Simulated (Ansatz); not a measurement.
Where the default PAW files enter, the runs use the earlier of Ansatz's two default sets.

Tunnelling through a barrier is set by its complex band structure: the current falls as exp(−2κd) with the smallest κ.

```
ZrO2
1.0
    5.25707     0.00000     0.00000
    0.00000     5.33267     0.00000
    0.89134     0.00000     5.36272
Zr O
4 8
Cartesian
  2.15710   0.22477   4.23870
  3.99131   5.10790   1.12403
  4.43699   2.89111   3.80539
  1.71143   2.44156   1.55733
  5.64537   4.44590   4.52523
  0.50304   0.88677   0.83750
  0.94871   1.77957   3.51886
  5.19970   3.55311   1.84387
  2.38108   3.95994   0.11476
  3.76734   1.37274   5.24796
  3.32166   1.29360   2.56660
  2.82675   4.03907   2.79612
```

Space group of this cell: P2_1/c. The cell is strained (all lengths scaled by 1.02); by r2SCAN its mean pressure is -12.8 GPa.

Transport runs along the normal of the first two printed cell vectors.

The gap is the functional's own. No spin-orbit coupling. Mid-gap values are interpolated on the energy grid.

### Question
Estimate the band gap and the smallest decay constant κ at mid-gap that r2SCAN (Ansatz, an electronic-structure program) returns for this system.

### Answer
Gap 3.91 eV on a 6×6×6 mesh; κ = 0.455 1/Å, at the zone centre.
